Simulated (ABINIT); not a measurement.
Worked example: self-consistent single point of HfC (P1, 2 atoms in the cell) in ABINIT.

Level of theory: PBEsol, norm-conserving pseudopotentials (PseudoDojo nc-sr-04 PBEsol standard) (plane waves; ABINIT).

```xyz
2
Lattice="0.0000 2.3171 2.3171 2.3171 0.0000 2.3171 2.3171 2.3171 0.0000" Properties=species:S:1:pos:R:3 pbc="T T T"
Hf     0.0126     0.0071     0.0037
C      2.3045     2.3101     2.3135
```

Reference input (self-consistent single point, DFT, PBE, plane waves, norm-conserving pseudopotentials (PseudoDojo nc-sr-05 PBE standard)): pseudos = [Hf.upf, C.upf]; ecut = 1116 eV; ixc = 11; occopt = 7; tsmear = 0.00367493 Ha; ngkpt = 10 10 10; nshiftk = 1; shiftk = 0 0 0; potentials = PseudoDojo nc-sr-05 PBE standard; nband = 13; kptopt = 1; nstep = 60. This run's input differs from it in these lines:

```diff
@@ -1,2 +1,2 @@
-# HfC, PseudoDojo nc-sr-05 PBE standard
+# HfC, PseudoDojo nc-sr-04 PBEsol standard
 pp_dirpath "./"
@@ -17,3 +17,3 @@
 ecut 1116 eV
-ixc 11
+ixc -116133
 occopt 7
```

Its files differ too (potentials: PseudoDojo nc-sr-05 PBE standard → PseudoDojo nc-sr-04 PBEsol standard).

Output (repeated stretches shortened):

```
--- !BeginCycle
solver: {iscf: 7, nstep: 60, nline: 4, wfoptalg: 0, }
tolerances: {toldfe: 1.00E-09, }
...

     iter   Etot(hartree)      deltaE(h)  residm     vres2
 ETOT  1  -62.287512649971    -6.229E+01 2.006E-01 8.000E+02
 ETOT  2  -62.261174543321     2.634E-02 1.644E-01 1.031E+03
 ETOT  3  -62.460255573325    -1.991E-01 1.151E-02 3.815E-01
 ETOT  4  -62.460443410527    -1.878E-04 2.347E-02 4.630E-02
 ETOT  5  -62.460447700468    -4.290E-06 1.717E-03 2.382E-02
 ETOT  6  -62.460452904443    -5.204E-06 3.667E-03 8.025E-04
 ETOT  7  -62.460453076219    -1.718E-07 1.672E-03 1.054E-05
 ETOT  8  -62.460453078247    -2.028E-09 2.566E-03 7.039E-07
 ETOT  9  -62.460453078399    -1.521E-10 1.085E-03 1.568E-08
 ETOT 10  -62.460453078403    -3.780E-12 1.410E-03 4.493E-10
 At SCF step   10, etot is converged :
  for the second time, diff in etot=  3.780E-12 < toldfe=  1.000E-09

 Cartesian components of stress tensor (hartree/bohr^3)
  sigma(1 1)=  1.25442742E-04  sigma(3 2)=  6.24895087E-07
  sigma(2 2)=  1.29706733E-04  sigma(3 1)=  1.11548307E-06
  sigma(3 3)=  1.31096531E-04  sigma(2 1)=  2.14881930E-06

 ----iterations are completed or convergence reached----

 reduced coordinates (array xred) for    2 atoms
       0.999594000003      0.001990999983      0.003465000000
       0.500405999976      0.498009000010      0.496534999993
 cartesian forces (eV/Angstrom) at end:
    1     -0.19972047024402    -0.11249389897686    -0.05838889268928
    2      0.19972047024402     0.11249389897686     0.05838889268928
 frms,max,avg= 1.3656794E-01 1.9972047E-01  -4.064E-08 -3.140E-08  1.342E-09 e/A
   [... lines left out ...]
 Fermi (or HOMO) energy (hartree) =   0.41237   Average Vxc (hartree)=  -0.47542
 Fermi (or HOMO) energy (eV) =  11.22113   Average Vxc (eV)= -12.93696
   [... lines left out ...]
total_energy        : -6.24604530784029E+01
total_energy_eV     : -1.69963536478594E+03
band_energy         : -5.79404879553482E+00
...

-Cartesian components of stress tensor (GPa)         [Pressure= -3.7879E+00 GPa]
- sigma(1 1)=  3.69065228E+00  sigma(3 2)=  1.83850451E-02
- sigma(2 2)=  3.81610318E+00  sigma(3 1)=  3.28186393E-02
- sigma(3 3)=  3.85699245E+00  sigma(2 1)=  6.32204358E-02

 Calculation completed.
```

The run converged in 10 iterations. Against the reference run the pressure goes from 2.98 to -3.79 GPa and the largest force hardly changes (0.235 to 0.237 eV/Å).

The starting cell comes from a database of computed structures (which also holds hypothetical and non-ambient phases and stackings), without a prior relaxation at this level. Its atoms were displaced at random from the sites of space group no. 225. With a pressure of about -4 GPa the cell is away from its equilibrium volume at this level.

Cost on one core of a shared machine: roughly 5 min.
